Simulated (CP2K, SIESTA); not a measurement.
A CP2K input for a self-consistent single point of As (R-3m, 2 atoms in the cell) (DFT PBE, GPW, DZVP-MOLOPT-SR-GTH basis, GTH-PBE potentials (GTH_POTENTIALS)):

```
&GLOBAL
  PROJECT run
  RUN_TYPE ENERGY_FORCE
  PRINT_LEVEL MEDIUM
&END GLOBAL
&FORCE_EVAL
  METHOD Quickstep
  STRESS_TENSOR ANALYTICAL
  &DFT
    BASIS_SET_FILE_NAME BASIS_MOLOPT
    POTENTIAL_FILE_NAME GTH_POTENTIALS
    &QS
      METHOD GPW
      EPS_DEFAULT 1E-10
    &END QS
    &MGRID
      CUTOFF 400
      REL_CUTOFF 40
      NGRIDS 4
    &END MGRID
    &SCF
      SCF_GUESS ATOMIC
      EPS_SCF 1E-6
      MAX_SCF 100
      ADDED_MOS 4
      &DIAGONALIZATION
        ALGORITHM STANDARD
      &END DIAGONALIZATION
      &MIXING
        METHOD BROYDEN_MIXING
        ALPHA 0.2
        NBUFFER 10
      &END MIXING
      &SMEAR ON
        METHOD FERMI_DIRAC
        ELECTRONIC_TEMPERATURE [K] 1160.45
      &END SMEAR
    &END SCF
    &KPOINTS
      SCHEME MONKHORST-PACK 11 11 11
    &END KPOINTS
    &XC
      &XC_FUNCTIONAL PBE
      &END XC_FUNCTIONAL
    &END XC
    &PRINT
      &MO
        EIGENVALUES T
        OCCUPATION_NUMBERS T
        NDIGITS 8
        FILENAME mo
        &EACH
          QS_SCF 0
        &END EACH
        ADD_LAST NUMERIC
      &END MO
      &MULLIKEN ON
      &END MULLIKEN
    &END PRINT
  &END DFT
  &SUBSYS
    &CELL
      ABC 4.20620600 4.20620632 4.20620628
      ALPHA_BETA_GAMMA 51.87825713 51.87825864 51.87825899
      PERIODIC XYZ
    &END CELL
    &COORD
      As       2.10952485     1.02611124     0.68641669
      As       7.28995315     3.54596576     2.37207231
    &END COORD
    &KIND As
      BASIS_SET DZVP-MOLOPT-SR-GTH
      POTENTIAL GTH-PBE-q5
    &END KIND
  &END SUBSYS
  &PRINT
    &FORCES ON
    &END FORCES
    &STRESS_TENSOR ON
    &END STRESS_TENSOR
  &END PRINT
&END FORCE_EVAL
```

Translate this input to SIESTA.

One input that does it (others would too):

```
# files in the folder: As.psml (PseudoDojo PBE standard)
SystemName  As
SystemLabel As

NumberOfAtoms                2
NumberOfSpecies              1
%block ChemicalSpeciesLabel
  1 33 As
%endblock ChemicalSpeciesLabel
LatticeConstant              1.0 Ang
%block LatticeVectors
     1.839862000    1.062245000    3.630250000
    -1.839862000    1.062245000    3.630250000
     0.000000000   -2.124489000    3.630250000
%endblock LatticeVectors
AtomicCoordinatesFormat      Ang
%block AtomicCoordinatesAndAtomicSpecies
    -0.000000000    0.000000224    2.444211023  1
     0.000000000    0.000000776    8.446538977  1
%endblock AtomicCoordinatesAndAtomicSpecies

XC.functional                GGA
XC.authors                   PBE
PAO.BasisSize                TZP
PAO.EnergyShift              0.005 Ry
MeshCutoff                   350 Ry
%block kgrid.MonkhorstPack
   11   0   0  0.0
    0  11   0  0.0
    0   0  11  0.0
%endblock kgrid.MonkhorstPack
OccupationFunction           FD
ElectronicTemperature        1160.45 K

MaxSCFIterations             150
SCF.Mixer.Method             Pulay
SCF.Mixer.Weight             0.25
SCF.Mixer.History            6
SCF.DM.Tolerance             1.0E-04
Diag.ParallelOverK           true
WriteForces                  true
Charge.Mulliken              end
```

Basis, cutoffs, solver keys and any potentials are the target program's own. This input uses DFT, GGA PBE, numerical atomic orbitals TZP, PseudoDojo PBE standard norm-conserving potentials (rewritten from UPF to PSML).

The starting cell comes from a database of computed structures (which also holds hypothetical and non-ambient phases and stackings), without a prior relaxation at this level. For this run, on top of that: lattice scaled by 0.98.
